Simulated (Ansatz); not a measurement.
The parent structure is CdTe in the zinc blende structure (space group F-43m, No. 216; a = 6.558 Å). Axes: x, y, z lie along the cube axes.

The change: uniaxial stress, 1 GPa tension along z, with the cell and atoms free to relax against it.

Level of theory: Ansatz (an electronic-structure program), r2SCAN, PAW, cutoff 500 eV, no spin-orbit coupling.

Question: Give the band edges at the high-symmetry points of the new zone, measured from its valence-band maximum.

Answer: 
| point | valence edge (eV) | conduction edge (eV) |
|---|---|---|
| Γ | 0.00 | 1.07 |
| X | -1.84 | 2.81 |
| P | -2.10 | 4.22 |
| N | -0.65 | 2.11 |
| M | -1.66 | 3.07 |
| S | -1.30 | 3.45 |
| S₀ | -1.30 | 3.45 |
| R | -2.13 | 4.43 |
| G | -2.13 | 4.43 |

The gap is 1.07 eV, direct at Γ.

With Te present, leaving out spin-orbit coupling can change the band edges. Load acts through the strain it causes; cell and atoms are relaxed under it. Beyond what the load breaks, stability against distortions was not tested. Labels are those of the standard path for the cell's own space group.
